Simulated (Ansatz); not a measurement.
Results of PBEsol in Ansatz (plane waves, PAW) for fluorite AuAl₂.

Numerical settings: plane-wave cutoff 560 eV, 12×12×12 k mesh, Fermi–Dirac smearing 0.1 eV, perturbation theory, scalar-relativistic PAW data made under PBE.

Computed at the level's own relaxed cell.

```cif
data_Al2Au
_chemical_formula_sum 'Al2 Au1'
_space_group_name_H-M_alt 'P 1'
_space_group_IT_number 1
_cell_length_a 4.24475
_cell_length_b 4.24475
_cell_length_c 4.24475
_cell_angle_alpha 60.000
_cell_angle_beta 60.000
_cell_angle_gamma 60.000
loop_
_space_group_symop_operation_xyz
  'x, y, z'
loop_
_atom_site_label
_atom_site_type_symbol
_atom_site_fract_x
_atom_site_fract_y
_atom_site_fract_z
_atom_site_occupancy
Al1 Al 0.25000 0.25000 0.25000 1
Al2 Al 0.75000 0.75000 0.75000 1
Au1 Au 0.00000 0.00000 0.00000 1
```

Harmonic phonon frequencies (cm⁻¹; i marks an imaginary mode):

```json
[
 {"q point": "Γ", "frequencies": "0 0 0 229 229 229 263 263 263"},
 {"q point": "X", "frequencies": "89 89 123 207 214 214 295 302 302"},
 {"q point": "L", "frequencies": "60 60 121 251 251 264 264 272 285"},
 {"q point": "W", "frequencies": "90 105 105 207 214 267 267 300 324"}
]
```

No imaginary mode appears at these points.

Ansatz is an electronic-structure program.
